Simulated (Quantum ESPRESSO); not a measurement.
Input and output of a self-consistent single point for TaN (Fm-3m, 2 atoms in the cell) (Quantum ESPRESSO).

Method of the run: PBE+U, PseudoDojo standard norm-conserving (PBE) pseudopotentials (plane waves; Quantum ESPRESSO 7.5).

```
TaN
1.0
   -2.21132     0.00000     2.21132
    0.00000     2.21132     2.21132
   -2.21132     2.21132     0.00000
Ta N
1 1
Cartesian
 -2.21132   2.21132   2.21132
  0.00000   0.00000   0.00000
```

Reference input (self-consistent single point, DFT, PBE, plane waves, PseudoDojo standard norm-conserving (PBE) pseudopotentials): ecutwfc = 85 Ry; occupations = smearing; smearing = gauss; degauss = 0.0147 Ry; potentials = {Ta: Ta.upf, N: N.upf}; K_POINTS = automatic 9 9 9 0 0 0; conv_thr = 1e-10 Ry; mixing_beta = 0.3. This run's input differs from it in these lines:

```diff
@@ -30,2 +30,4 @@
 9 9 9  0 0 0
+HUBBARD {ortho-atomic}
+U Ta-5d 2
```

Log, with long lists cut:

```
     Self-consistent Calculation

     iteration #  1     ecut=    85.00 Ry     beta= 0.30

     =================== HUBBARD OCCUPATIONS ===================
     ------------------------ ATOM    1 ------------------------
     Tr[ns(  1)] =   3.22682
     eigenvalues:
       0.227  0.227  0.386  0.386  0.386

     Number of occupied Hubbard levels =    3.2268

     total energy              =    -150.81401652 Ry
     estimated scf accuracy    <       0.53668424 Ry

     iteration #  2     ecut=    85.00 Ry     beta= 0.30

     total energy              =    -150.90754426 Ry
     estimated scf accuracy    <       0.01073003 Ry

     iteration #  3     ecut=    85.00 Ry     beta= 0.30

     total energy              =    -150.90979692 Ry
     estimated scf accuracy    <       0.00534518 Ry

   [... 13 blocks of this kind left out ...]

     iteration # 17     ecut=    85.00 Ry     beta= 0.30

     total energy              =    -150.91036457 Ry
     estimated scf accuracy    <          1.3E-09 Ry

     iteration # 18     ecut=    85.00 Ry     beta= 0.30
     End of self-consistent calculation

     =================== HUBBARD OCCUPATIONS ===================
     ------------------------ ATOM    1 ------------------------
     Tr[ns(  1)] =   3.76676
     eigenvalues:
       0.297  0.297  0.430  0.430  0.430

     Number of occupied Hubbard levels =    3.7668

     the Fermi energy is    21.1665 ev

!    total energy              =    -150.91036457 Ry
     estimated scf accuracy    <          2.8E-12 Ry
     smearing contrib. (-TS)   =      -0.00131497 Ry
     internal energy E=F+TS    =    -150.90904960 Ry

     Hubbard energy            =       0.16944513 Ry

     convergence has been achieved in  18 iterations

     Forces acting on atoms (cartesian axes, Ry/au):

     atom    1 type  1   force =    -0.00000000   -0.00000000   -0.00000000
     atom    2 type  2   force =     0.00000000    0.00000000    0.00000000

     Total force =     0.000000     Total SCF correction =     0.000000

          total   stress  (Ry/bohr**3)                   (kbar)     P=        2.42
   0.00001646   0.00000000  -0.00000000            2.42        0.00       -0.00
   0.00000000   0.00001646   0.00000000            0.00        2.42        0.00
  -0.00000000   0.00000000   0.00001646           -0.00        0.00        2.42

   JOB DONE.
```

The run converged in 18 iterations. Against the reference run the pressure goes from -1.48 to 0.24 GPa.

The starting cell comes from a database of computed structures (which also holds hypothetical and non-ambient phases and stackings), without a prior relaxation at this level. Spin polarisation is off. The U value is a test value, and with U on an open shell several self-consistent states can exist.

Cost on one core of a shared machine: roughly 30 s.
